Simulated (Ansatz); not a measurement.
System: cubic perovskite CsCdCl₃. Method: LDA (plane waves, PAW; Ansatz, a first-principles code).

Numerical settings: plane-wave cutoff 520 eV, 8×8×8 k mesh, Fermi–Dirac smearing 0.01 eV, scalar-relativistic PAW data made under PBE.

Pressure at four volumes; x = ln(V/26.729 Å³). One pressure is withheld.

```tsv
V (Å³/atom)	x	P (GPa)
25.126	-0.0618	?
25.660	-0.0408	1.94
26.729	0.0000	0.01
28.333	0.0583	-2.15
```

Task: Pass a parabola P(x) through the three rows shown, estimate the bulk modulus and its pressure derivative near zero pressure, and predict the withheld pressure.

Result: Slopes between the rows: (0.01 − (1.94))/(0.0000 − (-0.0408)) = -47.30 and (-2.15 − (0.01))/(0.0583 − (0.0000)) = -37.05 GPa. Their difference over the span 0.0991 is c = 10.25/0.0991 = 103.4 GPa, so P(x) = 1.94 + (-47.30)(x − (-0.0408)) + 103.4 (x − (-0.0408))(x − (0.0000)). At the middle row B = −dP/dx = −[-47.30 + 103.4 × 0.0408] = 43.1 GPa, and B′ = dB/dP = 2c/B = 4.8. At x = -0.0618 the parabola gives 3.07 GPa; the run gives 3.10 GPa. The Birch–Murnaghan fit to the energies at all volumes has B0 = 42.7 GPa and B′ = 5.0.

Note: the relaxation could not lower the start's symmetry, so the cell can be a saddle point above a distorted one.

Spin–orbit coupling is not included.
